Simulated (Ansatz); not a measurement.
Pressure series in Ir

The reference is Ir in the fcc (Cu type) structure (space group Fm-3m, No. 225).

```yaml
crystal:
  lattice:
    - [0.00000, 1.93527, 1.93527]
    - [1.93527, 0.00000, 1.93527]
    - [1.93527, 1.93527, 0.00000]
  atoms:
    - { symbol: Ir, position: [0.00000, 0.00000, 0.00000] }
```

Cell and atoms are relaxed at each pressure.

Method: PBE/PAW in Ansatz (a first-principles code), no spin-orbit coupling, earlier PAW set.

Notes on the quantities. enthalpy: H = E + PV relative to the base's energy.

```csv
change,volume per atom,enthalpy
base,14.50 Å³,–
pressure −2 GPa,14.58 Å³,-0.18 eV/atom
pressure −1 GPa,14.54 Å³,-0.09 eV/atom
pressure 0.9 GPa,14.46 Å³,+0.08 eV/atom
pressure 2.1 GPa,14.41 Å³,+0.19 eV/atom
pressure 4.5 GPa,14.32 Å³,+0.40 eV/atom
pressure 9 GPa,14.15 Å³,+0.80 eV/atom
pressure 15 GPa,…,+1.33 eV/atom
pressure 22.5 GPa,13.71 Å³,+1.98 eV/atom
pressure 30 GPa,13.49 Å³,+2.61 eV/atom
```

Problem. Fill in the withheld entries from the trend.

Solution. 
- pressure 15 GPa, volume per atom: 13.94 Å³

Load acts through the strain it causes; cell and atoms are relaxed under it. Stability against distortions was not tested. Competing high-pressure phases were not computed. The final runs are not spin-polarised.
